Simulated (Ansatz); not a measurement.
Start from CsBr in the CsCl type structure (space group Pm-3m, No. 221; a = 4.2420 Å). Axes: x, y, z lie along the cube axes.

Structures relaxed with PBEsol, PAW, 420 eV (Ansatz, a quantum-chemistry and plane-wave program; without spin-orbit coupling).

Base:

Simulated powder pattern, Cu Kα1, λ = 1.54056 Å (kinematic, ideal powder, no thermal factors, no anomalous dispersion; the 10 strongest lines at most, above 2 %, up to 2θ = 90°):

```tsv
2θ (°)	I/Imax (%)	hkl
20.92	5.8	(100)
29.76	100	(110)
42.59	18	(200)
47.91	2.7	(210)
52.82	39	(211)
61.81	12	(220)
70.09	17	(310)
77.96	4.1	(222)
85.60	20	(321)
```

It is then changed as follows: biaxial strain +2.95 %, plane normal [110], relaxed out of plane (Cartesian); in-plane vectors clamped, the third vector and the atoms free.

After the change:

Simulated powder pattern, Cu Kα1, λ = 1.54056 Å (kinematic, ideal powder, no thermal factors, no anomalous dispersion; the 10 strongest lines at most, above 2 %, up to 2θ = 90°):

```
2θ (°)  d (Å)  I/Imax (%)       hkl
------  -----  ----------  --------
28.89   3.088          26  (1 -1 0)
29.27   3.048         100     (101)
30.40   2.938          23     (110)
42.43   2.128          18     (200)
51.19   1.783          10  (1 -1 2)
51.43   1.775          20  (2 -1 1)
52.15   1.752         9.6     (112)
53.33   1.717          18     (211)
60.71   1.524          12     (202)
82.78   1.165          10  (3 -2 1)
```

The indices refer to the base's conventional cell; one index is shown for lines that coincide. The space group is now Cmmm (No. 65).

Whether these cells are dynamically stable was not tested.
